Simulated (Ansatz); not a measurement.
This Ansatz (a quantum-chemistry and plane-wave program) input is the reference run, ZnS in the zinc blende structure (space group F-43m, No. 216), computed with PBEsol (Ansatz, PAW, without spin-orbit coupling), earlier PAW set:

Ansatz 0.2 input:
```yaml
crystal:
  lattice:
    - [0, 2.678460492, 2.678460492]
    - [2.678460492, 0, 2.678460492]
    - [2.678460492, 2.678460492, 0]
  atoms:
    - { symbol: S, position: [0.75, 0.75, 0.75] }
    - { symbol: Zn, position: [0, 0, 0] }
basis: { ecutwfc: 420, ecutrho_ratio: 4, xc_grid: 2, fft_grid_basis: typed }
kpoints: { mp_grid: { grid: [11, 11, 11] } }
hamiltonian:
  xc: pbesol
  dispersion: none
  pseudopotentials: { azcp: { folder: ./paw }, kind: paw }
scf: { occupations: { method: fermi_dirac, width: 0.05 }, convergence: { dr2_threshold: 0.0000000002 } }
output: { forces: true, stress: true }
```

Task: Write the input for this change: the symmetric strain tensor [0.0021 0.0055 -0.0131; 0.0055 -0.0014 -0.0105; -0.0131 -0.0105 -0.0073]; the atoms relax in the strained cell.

Result: 
Ansatz 0.2 input:
```yaml
crystal:
  lattice:
    - [-0.0204902228, 2.6465868121, 2.6307838952]
    - [2.6488635036, -0.0133923025, 2.6236859749]
    - [2.6988167917, 2.68944218, -0.0633455906]
  atoms:
    - { symbol: S, position: [0.75, 0.75, 0.75] }
    - { symbol: Zn, position: [0, 0, 0] }
basis: { ecutwfc: 420, ecutrho_ratio: 4, xc_grid: 2, fft_grid_basis: typed }
kpoints: { mp_grid: { grid: [11, 11, 11] } }
hamiltonian:
  xc: pbesol
  dispersion: none
  pseudopotentials: { azcp: { folder: ./paw }, kind: paw }
scf: { occupations: { method: fermi_dirac, width: 0.05 }, convergence: { dr2_threshold: 0.0000000002 } }
relax: { f_tol: 0.005, max_steps: 50 }
output: { forces: true, stress: true }
checkpoint: { write: state.ck, write_every: 1000 }
```
This is the input that was run.

Stability against distortions was not tested.
